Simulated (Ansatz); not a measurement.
LiCl (Fm-3m): band-edge transport data

```yaml
crystal:
  lattice:
    - [0.00000, 2.53208, 2.53208]
    - [2.53208, 0.00000, 2.53208]
    - [2.53208, 2.53208, 0.00000]
  atoms:
    - { symbol: Li, position: [0.00000, 0.00000, 0.00000] }
    - { symbol: Cl, position: [0.50000, 0.50000, 0.50000] }
```

Level of theory: PBEsol, rigid bands (plane waves, PAW, scalar-relativistic; Ansatz, a program for electronic structure). Geometry: cell and atoms relaxed with PBEsol.

```
Property                                            Value
--------------------------------------------  -----------
band gap                                          6.35 eV
electron conductivity mass (300 K, dilute)        0.48 mₑ
hole conductivity mass (300 K, dilute)            1.67 mₑ
effective density of states N_c (300 K)       8.1e18 cm⁻³
effective density of states N_v (300 K)       8.8e20 cm⁻³
density-of-states mass, electrons                 0.47 mₑ
density-of-states mass, holes                     10.7 mₑ
Seebeck coefficient, n-type 1e19 cm⁻³, 300 K    -206 μV/K
Seebeck coefficient, p-type 1e19 cm⁻³, 300 K     568 μV/K
```

Rigid bands; masses and Seebeck coefficients take one relaxation time τ for all states and one kind of carrier; polarons and phonon drag are left out. Spin-orbit coupling is left out; where it splits the top of the valence band, N_v and the p-type Seebeck coefficient come out somewhat high without it.
